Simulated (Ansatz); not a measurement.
The starting structures come from a database of crystals and need not be the phases stable at ambient conditions.

By PBEsol, the system below comes out a metal.

Data:

```yaml
crystal:
  lattice:
    - [7.53093, 0.00000, 0.00000]
    - [0.00000, 7.53093, 0.00000]
    - [3.76546, -3.76546, 3.76546]
  atoms:
    - { symbol: Al, position: [0.69239, 0.18690, 0.00000] }
    - { symbol: Al, position: [0.30761, 0.81310, 0.00000] }
    - { symbol: Al, position: [0.30761, 0.18690, 0.00000] }
    - { symbol: Al, position: [0.69239, 0.81310, 0.00000] }
    - { symbol: Al, position: [0.50549, 0.30761, 0.61522] }
    - { symbol: Al, position: [0.49451, 0.69239, 0.38478] }
    - { symbol: Al, position: [0.12071, 0.69239, 0.38478] }
    - { symbol: Al, position: [0.87929, 0.30761, 0.61522] }
    - { symbol: Al, position: [0.81310, 0.49451, 0.37380] }
    - { symbol: Al, position: [0.18690, 0.50549, 0.62620] }
    - { symbol: Al, position: [0.81310, 0.87929, 0.37380] }
    - { symbol: Al, position: [0.18690, 0.12071, 0.62620] }
    - { symbol: W, position: [0.00000, 0.00000, 0.00000] }
```

The cell is taken as given.

The current flows along the normal of the first two printed cell vectors, the (001) plane of the conventional cell. No spin-orbit coupling; the value is a mean over 0.1 eV about the Fermi level.

### Question
Compute, with PBEsol in Ansatz (a program for electronic structure), the ballistic conductance per area.

### Answer
0.34 × 10¹⁵ S/m² for both spins.
